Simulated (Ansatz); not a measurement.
The starting structures come from a database of crystals and need not be the phases stable at ambient conditions.

Inside the gap of an insulator the Bloch states are evanescent, with a wavenumber k + iκ along the transport direction.

Data:

```
CELL_PARAMETERS angstrom
      3.73008     0.00000     0.00000
      0.00000     3.73008     0.00000
      0.00000     0.00000     3.73008
ATOMIC_POSITIONS crystal
  W  0.00000 0.00000 0.00000
  O  0.00000 0.00000 0.50000
  O  0.50000 0.00000 0.00000
  O  0.00000 0.50000 0.00000
```

The cell is strained (all lengths scaled by 0.98); by PBEsol it stands under a pressure of 15.4 GPa.

Transport runs along the normal of the first two printed cell vectors, the (001) plane of the conventional cell.

No gap correction and no spin-orbit coupling; mid-gap is the computed energy nearest the middle.

Problem. Give the band gap and the smallest decay constant κ at mid-gap that PBEsol (Ansatz, a program for electronic structure) yields.

Solution. Gap 0.65 eV on a 8×8×8 mesh; κ = 0.105 1/Å, at the zone centre.
